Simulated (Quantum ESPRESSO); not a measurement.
## Converging the plane-wave cutoff: Cl (Cm, 4 atoms in the cell)

```
Cl
1.0
    2.24672    -3.12936     0.00000
    2.24672     3.12936     0.00000
    0.00000     0.00000     8.28478
Cl
4
Cartesian
  3.94075   0.00000   7.48145
  2.79941   0.00000   3.28906
  1.69403   0.00000   4.99572
  0.55269   0.00000   0.85333
```

Method of the run: PBEsol, GBRV 1.5 ultrasoft (PBESOL) pseudopotentials (plane waves; Quantum ESPRESSO).

Base settings: ecutwfc = 40 Ry; ecutrho = 200 Ry; occupations = smearing; smearing = fermi-dirac; degauss = 0.000734986 Ry; potentials = {Cl: cl_pbesol_v1.4.uspp.F.UPF}; K_POINTS = automatic 3 3 1 0 0 0; conv_thr = 1e-10 Ry; mixing_beta = 0.4.

Moved along: ecutrho.

The second cell is the first with its lattice scaled by 0.98.

The mesh stays at the base's, so the ladder's end is converged at best in this setting alone.

Only quantities that move along the ladder and can be compared are tabulated; the gap is left out on so coarse a mesh.

The count of work is k-points × plane waves × bands × iterations; it is no time. 

The starting cell has typed, rounded lattice constants, without a prior relaxation at this level. Its lattice was rescaled by up to half a per cent. One atom was moved a little off its site on purpose. The mesh is very coarse (it stands for a supercell whose shortest vector is 8 Å): a converged loop gives no converged values here.

Steps (ecutwfc): 14 Ry; 16 Ry; 18 Ry; 20 Ry; 22 Ry; 24 Ry; 28 Ry; 32 Ry; 36 Ry; 40 Ry; 44 Ry; 48 Ry; 54 Ry; 60 Ry; 70 Ry; 80 Ry; 96 Ry.

What is the coarsest ecutwfc that holds the forces within 0.02 eV/Å of the last step, with all finer ones?

28 Ry, at 0.16 of the last step's count of work; the step before is off by 0.028 eV/Å.

What is the coarsest ecutwfc that holds the pressure within 0.05 GPa of the last step, with all finer ones?

36 Ry, at 0.23 of the last step's count of work; the step before is off by 0.23 GPa.

What is the coarsest ecutwfc that holds the free energy within 5 meV/atom of the last step, with all finer ones?

36 Ry, at 0.23 of the last step's count of work; the step before is off by 7.0 meV/atom.

| ecutwfc | free energy less the last step's (meV/atom) | energy of the compressed cell less the first (meV/atom) | pressure (GPa) | largest difference of a force vector from the last step's (eV/Å) | count of work / last |
|---|---|---|---|---|---|
| 14 Ry | 714.47 | -16.62 | -8.12 | 0.412 | 0.057 |
| 16 Ry | 457.23 | 1.26 | -6.05 | 0.213 | 0.069 |
| 18 Ry | 287.22 | 3.01 | -4.92 | 0.128 | 0.082 |
| 20 Ry | 181.91 | 0.76 | -3.86 | 0.067 | 0.096 |
| 22 Ry | 113.39 | 0.46 | -3.01 | 0.032 | 0.11 |
| 24 Ry | 71.08 | -1.95 | -2.41 | 0.028 | 0.12 |
| 28 Ry | 23.47 | 0.14 | -1.57 | 0.019 | 0.16 |
| 32 Ry | 6.97 | -0.78 | -1.13 | 0.009 | 0.20 |
| 36 Ry | 2.61 | -0.65 | -0.94 | 0.003 | 0.23 |
| 40 Ry | 2.05 | -0.69 | -0.90 | 0.002 | 0.27 |
| 44 Ry | 1.88 | -0.69 | -0.90 | 0.002 | 0.31 |
| 48 Ry | 1.49 | -0.70 | -0.91 | 0.001 | 0.35 |
| 54 Ry | 0.82 | -0.69 | -0.91 | 0.001 | 0.42 |
| 60 Ry | 0.49 | -0.72 | -0.90 | 0.001 | 0.50 |
| 70 Ry | 0.39 | -0.72 | -0.90 | 0.000 | 0.62 |
| 80 Ry | 0.25 | -0.73 | -0.90 | 0.000 | 0.76 |
| 96 Ry | 0.00 | -0.73 | -0.90 | 0.000 | 1.0 |

The energy difference between the two cells stays within 1 meV/atom of the last step's from 28 Ry on, the total only from 54 Ry on: much of the error is common to both cells and cancels.

At the lowest cutoff the pressure lies 7.2 GPa under the last step's, the usual sign of Pulay stress in an incomplete plane-wave basis.
